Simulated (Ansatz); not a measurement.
GaN (P6_3mc), PBEsol with spin-orbit coupling, rigid bands (Ansatz, a program for electronic structure): N_v = 8.94e19 cm⁻³ at 300 K and a hole conductivity mass of 1.44 mₑ along x (a = (3.18, 0.00, 0.00) Å; b = (-1.59, 2.76, 0.00) Å; c = (0.00, 0.00, 5.19) Å).

**Question.** For 1e16 holes per cm³ at 300 K, place the Fermi level, estimate the Seebeck coefficient of a parabolic band with constant τ, and give mobility and conductivity for τ = 20 fs.

**Answer.** The level lies k_BT ln(N_v/p) = 0.235 eV above the valence-band maximum. S ≈ +(k_B/e)[ln(N_v/p) + 5/2] = 999 μV/K, against 1014 μV/K from the full bands (mean over directions). μ = eτ/m = 24.4 cm²/(V·s) and σ = peμ = 0.0391 S/cm. τ is assumed, not computed.

Band transport and this doping are assumed; polarons and phonon drag are left out.
